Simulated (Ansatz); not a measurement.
A zone-centre phonon calculation of Sr2Mg (I4/mmm, 3 atoms in the cell) with Ansatz (a program for electronic structure).

Computed with LDA (PW92), harder PAW files (source: ansatz) made with PBE (plane waves; Ansatz).

```xyz
3
Lattice="-2.1182 2.1182 7.2475 2.1182 -2.1182 7.2475 2.1182 2.1182 -7.2475" Properties=species:S:1:pos:R:3 pbc="T T T"
Sr     0.0000     0.0000     5.1896
Sr     0.0000     0.0000     9.3053
Mg     0.0000     0.0000     0.0000
```

Reference input (self-consistent single point, DFT, PBEsol, plane waves, harder PAW files (source: ansatz) made with PBE): basis.ecutwfc = 45.6 Ry; kpoints.mp_grid.grid = 13 13 13; hamiltonian.xc = pbesol; hamiltonian.pseudopotentials = {kind: paw, source: ansatz}; scf.occupations.method = gaussian; scf.occupations.width = 0.0073 Ry. This run's input differs from it in these lines:

Ansatz 0.2 input:
```diff
@@ -12,5 +12,5 @@
 kpoints:
-  mp_grid: { grid: [13, 13, 13] }
+  mp_grid: { grid: [10, 10, 10] }
 hamiltonian:
-  xc: pbesol
+  xc: lda
   pseudopotentials: { kind: paw, source: ansatz }
@@ -18,6 +18,4 @@
   occupations: { method: gaussian, width: 0.0073 Ry }
-output:
-  forces: true
-  eigenvalues: true
-  stress: true
+phonons:
+  method: dfpt
```

Output, abridged:

```
SCF iter   1: F=—  HF=-8791.565284 eV  |F-HF|=—  |Δ(HF+E_count)|=         —  Δρ=1.46e-2  dr2=4.63e-1  ethr=3.10e-3  ⟨swp⟩=7.9  Hψ=19455  notcnv=0
all-band conjugate gradients solve this SCF's bands
preconditioner: auto → Kerker (q_TF=auto, 2.137 Å⁻¹)
SCF iter   2: F=—  HF=-8791.441752 eV  |F-HF|=—  |Δ(HF+E_count)|=   1.24e-1  Δρ=7.20e-3  dr2=1.66e-1  ethr=1.54e-3  ⟨swp⟩=2.4  Hψ=7597  notcnv=0
   [... lines left out ...]
SCF iter   7: F=—  HF=-8791.375586 eV  |F-HF|=—  |Δ(HF+E_count)|=   1.05e-4  Δρ=6.89e-6  dr2=1.23e-7  ethr=3.48e-9  ⟨swp⟩=2.0  Hψ=3938  notcnv=0
SCF iter   8: F=—  HF=-8791.375586 eV  |F-HF|=—  |Δ(HF+E_count)|=   8.71e-9  Δρ=1.38e-6  dr2=4.35e-9  ethr=4.11e-10  ⟨swp⟩=1.5  Hψ=3613  notcnv=0
SCF iter   9: F=—  HF=-8791.375586 eV  |F-HF|=—  |Δ(HF+E_count)|=  3.27e-10  Δρ=2.82e-7  dr2=1.26e-10  ethr=1.45e-11  ⟨swp⟩=2.1  Hψ=4853  notcnv=0
SCF iter  10: F=-8791.375586 eV  HF=-8791.375586 eV  |F-HF|=3.64e-12  |Δ(HF+E_count)|=  1.64e-11  Δρ=7.07e-8  dr2=9.07e-12  ethr=1.00e-12  ⟨swp⟩=8.7  Hψ=19233  notcnv=0
SCF 1 converged in 10 iterations: F = -8791.375586 eV  dr2 = 9.07e-12
DFPT response loops at Γ: preconditioner auto → Kerker (q_TF=auto, 2.137 Å⁻¹) (partly filled bands, converged f_vac=0.000) …
the run's response loops start from zero, take more passes and end by a threshold …
Free energy (F): -8791.375586 eV
Internal energy: -8791.360479 eV  (E = F + TS)
E sigma→0 (E₀):  -8791.368032 eV
Entropy (-TS):   -0.015107 eV (-5.036 meV/atom)
Fermi energy:    4.956418 eV
   [... lines left out ...]
  ASR residual: 1.098e-4 → 0.000e0 eV/Å²; symmetrization residual: 3.769e-5 eV/Å²
  ASR residual per site (eV/Å²): 4.66e-5 4.66e-5 1.10e-4
  Γ frequencies (cm⁻¹): 0.00 0.00 0.00 72.02 72.02 87.46 130.62 146.79 146.79
  non-analytic LO–TO correction: not included (Born effective charges unavailable; polar crystals: no LO–TO splitting at Γ)
```

The run converged in 10 iterations. 

Summary of the result:
- Free energy E − TS (on the zero of these files): -8791.3756 eV
- Fermi level (on the code's own zero): 4.96 eV
- Zone-centre frequencies (cm⁻¹; negative means imaginary): 0, 0, 0, 72, 72, 87, 131, 147, 147

The starting cell comes from a database of computed structures (which also holds hypothetical and non-ambient phases and stackings), without a prior relaxation at this level.

Cost on one core of a shared machine: roughly 20 min.
